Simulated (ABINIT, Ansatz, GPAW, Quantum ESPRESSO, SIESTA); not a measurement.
## Be (P6_3/mmc, 2 atoms in the cell) computed with different codes at matched settings

Relaxation of cell and atoms.

```
CELL_PARAMETERS angstrom
      2.23896     0.00000     0.00000
     -1.11948     1.93900     0.00000
      0.00000     0.00000     3.53335
ATOMIC_POSITIONS crystal
  Be 0.33333 0.66667 0.75000
  Be 0.66667 0.33333 0.25000
```

Shared settings, as Ansatz (an electronic-structure program) writes them: kpoints.mp_grid.grid = 13 13 8; scf.occupations.method = fermi_dirac; scf.occupations.width = 0.05 eV. Potentials and cutoffs stand in the table.

```
code                                                                                                                                model  final volume (Å³/atom)       cutoff
----------------  -----------------------------------------------------------------------------------------------------------------------  ----------------------  -----------
ABINIT                                                           PBE, norm-conserving pseudopotentials (PseudoDojo nc-sr-05 PBE standard)                    7.97        88 Ry
Ansatz                                                                                                                     PBE, PAW files                    7.91       420 eV
SIESTA            GGA PBE, numerical atomic orbitals DZP, PseudoDojo PBE standard norm-conserving potentials (rewritten from UPF to PSML)                    7.97  grid 400 Ry
GPAW                                                                                         PBE, GPAW PAW datasets PBE (gpaw-data 1.0.1)                    8.03       850 eV
Quantum ESPRESSO                                                          PBE, PseudoDojo standard norm-conserving (PBE) pseudopotentials                    7.97        90 Ry
```

The spread over the programs that give each value: final volume within 0.12 Å³/atom.

SIESTA uses small atom-centred bases, whose incompleteness enters pressures, forces and empty levels differently from a plane-wave cutoff. The programs treat the finite-basis stress differently while the cell relaxes: Ansatz adds an estimate of it, ABINIT smooths its cutoff (ecutsm).

The starting cell comes from a database of computed structures (which also holds hypothetical and non-ambient phases and stackings), without a prior relaxation at this level. Its lattice was rescaled by a random factor within 2.5 % of one.

Keys are those of Ansatz 0.2.
